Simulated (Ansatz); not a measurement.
Response to strain in ZnCu

Start from ZnCu in the CsCl type structure (space group Pm-3m, No. 221; relaxed with 0.1 eV smearing).

```xyz
2
Lattice="2.9085 0.0000 0.0000 0.0000 2.9085 0.0000 0.0000 0.0000 2.9085" Properties=species:S:1:pos:R:3 pbc="T T T"
Zn     1.4542     1.4542     1.4542
Cu     0.0000     0.0000     0.0000
```

Strains are applied to the cell and any free atomic positions relax.

Level of theory: PBEsol, PAW, 420 eV (Ansatz, an electronic-structure program; no SOC).

Notes on the quantities. energy relative to the base: free energy F.

```csv
case,energy relative to the base,pressure,shortest interatomic distance
base,0 meV/atom,0.0 GPa,2.519 Å
isotropic strain −2.50 %,?,12.5 GPa,2.456 Å
isotropic strain −2.00 %,+20 meV/atom,9.6 GPa,2.468 Å
isotropic strain −1.50 %,+11 meV/atom,?,2.481 Å
isotropic strain −1.00 %,+4.9 meV/atom,4.4 GPa,2.494 Å
isotropic strain +0.50 %,+1.2 meV/atom,-2.0 GPa,2.531 Å
isotropic strain +1.00 %,+4.5 meV/atom,?,2.544 Å
isotropic strain +1.50 %,+10 meV/atom,-5.5 GPa,2.557 Å
isotropic strain +2.00 %,+17 meV/atom,?,2.569 Å
isotropic strain +3.00 %,+38 meV/atom,-9.7 GPa,2.594 Å
```

Q: What belongs in the blanks?

A: 
- isotropic strain −2.50 %, energy relative to the base: +33 meV/atom
- isotropic strain −1.50 %, pressure: 6.9 GPa
- isotropic strain +1.00 %, pressure: -3.8 GPa
- isotropic strain +2.00 %, pressure: -7.0 GPa

Stability against distortions was not tested. The final runs are not spin-polarised.
